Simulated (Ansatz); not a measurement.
For MoSi2 (model structure, started from the C49 type, Cmcm, No. 63, 6 atoms in the cell), PBE (Ansatz, a quantum-chemistry and plane-wave program, PAW) gives:

volume per atom: 14.00 Å³/atom
formation enthalpy: -0.138 eV/atom

Q: What does PBE-D3(BJ) in Ansatz (plane waves, PAW) give for the same quantities?

A: 
- equilibrium volume per atom: 13.45 Å³/atom (drops by 3.9 %)
- formation enthalpy: -0.255 eV/atom (moves by -0.117 eV/atom)

Changes are worked out from the printed values.

Unless a cell is named, each level is at its own relaxed cell (PBE 14.00, PBE-D3(BJ) 13.45 Å³/atom).

Ansatz's density-functional and Hartree–Fock values are scalar-relativistic unless marked +SOC, with PAW data made under PBE.

A model structure was made by putting elements into a prototype or built by hand; it is no filed structure, need not be a known phase, and can be a saddle point held by its symmetry.
